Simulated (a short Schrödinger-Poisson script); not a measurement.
System: MOS inversion layer, SiO2 on p-type Si(100), at 300 K.

| layer | material | thickness (nm) | Na (cm⁻³) |
|---|---|---|---|
| 1 | SiO2 | 3.6 | - |
| 2 | Si | 380 | 1.3e18 |

The device is made up for the run: typed textbook-type constants, with dimensions and the other settings drawn at random. SiO2: permittivity 3.9, conduction-band edge (eV) 3.15, gap (eV) 9, electron mass (mₑ) 0.5. Si: permittivity 11.7, conduction-band edge (eV) 0, gap (eV) 1.124, Nv at 300 K (cm⁻³) 3.1e19.

Channel valleys (confinement mass, in-plane density-of-states mass, number): Δ2 0.916, 0.19, 2; Δ4 0.19, 0.417, 4. At the gate the conduction-band edge of layer 1 lies 3.19 eV − eVg above the Fermi level of the channel; the field vanishes at the back. Gaps are held at their typed values at every temperature. Mesh 0.03 nm at interfaces.

From a short Schrödinger-Poisson script (our own, NumPy): 1D Poisson equation in equilibrium, electrons quantum, Hartree (BenDaniel-Duke, 12 states a valley, the channel's in-plane mass for all, wave functions ending at the dielectric), parabolic valleys, classical holes, full ionisation, no traps, pinning or gate leakage.

Task: List the lowest subbands of each valley and their electrons at Vg = 3 V.

Result: 
```csv
valley,subband,energy from the Fermi level (meV),electrons (cm⁻²),share (%)
Δ2,0,-58.7,9.72e12,86.1
Δ2,1,71.3,2.52e11,2.2
Δ2,2,156.9,9.49e9,0.1
Δ4,0,66.9,1.31e12,11.6
```

All electrons: 1.13e13 cm⁻².
